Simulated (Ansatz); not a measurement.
Consider the following.

End structure of the (113) surface of germanium (in the relaxation like top atoms buckled by 0.5 Å), 1 pair of surface atoms bonded, NH2 on every dangling bond (bottom of the slab: built like the top, H on every dangling bond, free):

```yaml
crystal:
  lattice:
    - [8.14587, 0.00000, 0.00000]
    - [2.03647, 6.75420, 0.00000]
    - [0.00000, 0.00000, 31.00000]
  atoms:
    - { symbol: Ge, position: [0.08930, 0.01266, 0.31371] }
    - { symbol: Ge, position: [0.40217, 0.00696, 0.31298] }
    - { symbol: Ge, position: [0.40135, 0.35541, 0.32338] }
    - { symbol: Ge, position: [0.91920, 0.36248, 0.32411] }
    - { symbol: Ge, position: [0.13479, 0.47062, 0.36598] }
    - { symbol: Ge, position: [0.63739, 0.44227, 0.36261] }
    - { symbol: Ge, position: [0.54011, 0.80994, 0.37678] }
    - { symbol: Ge, position: [0.04920, 0.82909, 0.37935] }
    - { symbol: Ge, position: [0.27615, 0.90960, 0.42211] }
    - { symbol: Ge, position: [0.76869, 0.91068, 0.41856] }
    - { symbol: Ge, position: [0.68122, 0.27314, 0.43382] }
    - { symbol: Ge, position: [0.18169, 0.27577, 0.43427] }
    - { symbol: Ge, position: [0.40909, 0.36364, 0.47613] }
    - { symbol: Ge, position: [0.90909, 0.36364, 0.47613] }
    - { symbol: Ge, position: [0.81818, 0.72727, 0.49013] }
    - { symbol: Ge, position: [0.31818, 0.72727, 0.49013] }
    - { symbol: Ge, position: [0.54560, 0.81926, 0.53235] }
    - { symbol: Ge, position: [0.04559, 0.81705, 0.53194] }
    - { symbol: Ge, position: [0.95084, 0.18267, 0.54456] }
    - { symbol: Ge, position: [0.45590, 0.18145, 0.54741] }
    - { symbol: Ge, position: [0.68332, 0.28238, 0.58878] }
    - { symbol: Ge, position: [0.17828, 0.26163, 0.58774] }
    - { symbol: Ge, position: [0.09252, 0.62119, 0.60029] }
    - { symbol: Ge, position: [0.58975, 0.64941, 0.60360] }
    - { symbol: Ge, position: [0.82590, 0.73674, 0.64335] }
    - { symbol: Ge, position: [0.30909, 0.72754, 0.64301] }
    - { symbol: Ge, position: [0.13367, 0.08009, 0.65462] }
    - { symbol: Ge, position: [0.81543, 0.09042, 0.65375] }
    - { symbol: H, position: [0.04520, 0.92100, 0.27119] }
    - { symbol: H, position: [0.48458, 0.91997, 0.26935] }
    - { symbol: H, position: [0.37430, 0.46481, 0.27909] }
    - { symbol: H, position: [0.89170, 0.47294, 0.27996] }
    - { symbol: N, position: [0.86701, 0.60969, 0.69854] }
    - { symbol: H, position: [0.82461, 0.71503, 0.72195] }
    - { symbol: H, position: [0.79380, 0.51404, 0.70150] }
    - { symbol: N, position: [0.35820, 0.57830, 0.69548] }
    - { symbol: H, position: [0.24901, 0.54541, 0.70503] }
    - { symbol: H, position: [0.38185, 0.66841, 0.71915] }
    - { symbol: N, position: [0.16952, 0.17616, 0.70939] }
    - { symbol: H, position: [0.09380, 0.32019, 0.71236] }
    - { symbol: H, position: [0.29430, 0.17571, 0.71357] }
    - { symbol: N, position: [0.69834, 0.18313, 0.70545] }
    - { symbol: H, position: [0.77648, 0.20040, 0.72995] }
    - { symbol: H, position: [0.59761, 0.30986, 0.70190] }
```

Model: 44-atom slab, 14.8 Å thick at the start with caps and adatoms, 4x4x1 mesh, Fermi-Dirac 0.025 eV, dipole correction, 4 atoms held, the rest relaxed; no symmetry held; no spin, no spin-orbit, no U. It is one candidate, not shown to be the stable structure of the face.

Question: Give the gap of the slab on its k-mesh at the level PBE run with Ansatz (an electronic-structure program).

Answer: 0.78 eV

Question: Give the highest filled level below the top vacuum level at the level PBE.

Answer: 4.23 eV
